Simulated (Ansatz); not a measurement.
A constructed model of the (111) surface of fcc Cu, a pseudomorphic layer of Mo in the other hollow (bottom of the slab: a bare face, its two planes held)

The numbers are results of PBE (plane waves to 420 eV, PAW; Ansatz, an electronic-structure program), not measurements.

Set-up: 7 atoms, 13.1 Å thick at the start with caps and adatoms (thin: gaps and levels are the slab's own); mesh 17x17x1; 0.1 eV smearing; dipole correction on; 2 atoms held, the rest relaxed; symmetry of the start imposed; no spin, no spin-orbit, no U. In PBE it is, or lies within 0.01 eV a 1x1 cell of, the lowest of the 2 structures of its composition computed so far; subsurface sites and larger cells were not tried.

```yaml
work_function_of_the_top_face: 5.55 eV
energy_released_by_relaxation: 0.13 eV
cost: about 2.3 core-minutes (a rough figure)
```
